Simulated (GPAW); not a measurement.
Band structure of K3I2Br (P-3m1, 6 atoms in the cell).

```yaml
crystal:
  lattice:
    - [4.89887, 0.00000, 0.00000]
    - [-2.44943, 4.24255, 0.00000]
    - [0.00000, 0.00000, 12.04285]
  atoms:
    - { symbol: K, position: [0.00000, 0.00000, 0.50000] }
    - { symbol: K, position: [0.33333, 0.66667, 0.15133] }
    - { symbol: K, position: [0.66667, 0.33333, 0.84867] }
    - { symbol: I, position: [0.33333, 0.66667, 0.67383] }
    - { symbol: I, position: [0.66667, 0.33333, 0.32617] }
    - { symbol: Br, position: [0.00000, 0.00000, 0.00000] }
```

Method of the run: PBEsol, GPAW PAW datasets PBEsol (made by gpaw-setup) (plane waves; GPAW 25.7.0).

Settings: mode = pw; ecut = 550 eV; xc = PBEsol; kpts = 5 5 2; mesh shift (steps) = 0 0 0; occupations.name = fermi-dirac; occupations.width = 0 eV; nbands = -8; convergence.bands = -6; symmetry.symmorphic = false; symmetry.tolerance = 0.0005; maxiter = 120; bandpath_npoints = 40.

The starting cell comes from a database of computed structures (which also holds hypothetical and non-ambient phases and stackings), without a prior relaxation at this level. Spin-orbit coupling is off.

Task: Predict the gap along the standard path and the places of the band edges.

Result: The gap along the path is 3.71 eV, direct at Γ to within 0.01 eV.

Levels in eV from the top of the valence band on the SCF mesh, bands 21 to 28:
| point | 21 | 22 | 23 | 24 | 25 | 26 | 27 | 28 |
|---|---|---|---|---|---|---|---|---|
| Γ | -0.18 | -0.18 | 0.00 | 0.00 | 3.71 | 5.27 | 5.29 | 6.48 |
| M | -0.52 | -0.47 | -0.31 | -0.31 | 4.93 | 5.67 | 5.74 | 5.89 |
| K | -0.82 | -0.59 | -0.47 | -0.47 | 5.93 | 5.93 | 6.04 | 6.86 |
| A | -0.15 | -0.15 | -0.02 | -0.02 | 4.25 | 4.49 | 5.49 | 6.16 |
| L | -0.56 | -0.46 | -0.31 | -0.31 | 5.26 | 5.39 | 5.48 | 6.08 |
| H | -0.78 | -0.67 | -0.50 | -0.50 | 6.10 | 6.10 | 6.35 | 6.57 |
